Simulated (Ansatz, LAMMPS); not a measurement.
Si well of 8 atomic layers along [001] in random Si0.7Ge0.3, interfaces sharp. Cell 16.67 × 16.67 × 44.16 Å, Si445Ge131, 576 atoms. Prepared with Tersoff's 1989 multicomponent potential (SiCGe.tersoff) run with LAMMPS: minimisation. 

Basis: localised support functions (accuracy medium) on a full density matrix. k-points: zone centre alone; occupations: Fermi-Dirac, 0.010 eV; spin polarisation not allowed. Scalar-relativistic, no spin-orbit coupling.

Task: Estimate the gap and bonding that PBE, support functions at accuracy medium on the grid of 370 eV in Ansatz (an electronic-structure program) returns for this input.

Result: 
- Kohn-Sham gap of the cell on its k-mesh: 0.43 eV
- weight of the highest filled level on the well: 0.22
- weight of the lowest empty level on the well: 0.80
- coordination (neighbours within 2.855 Å): 100.0 % 4-fold
- Ge-Ge bonds, mean ± spread: 2.470 ± 0.007 Å
- Ge-Si bonds, mean ± spread: 2.425 ± 0.007 Å
- Si-Si bonds, mean ± spread: 2.382 ± 0.007 Å
- bond angles, mean ± spread: 109.5° ± 1.1°
- pressure: -0.76 GPa
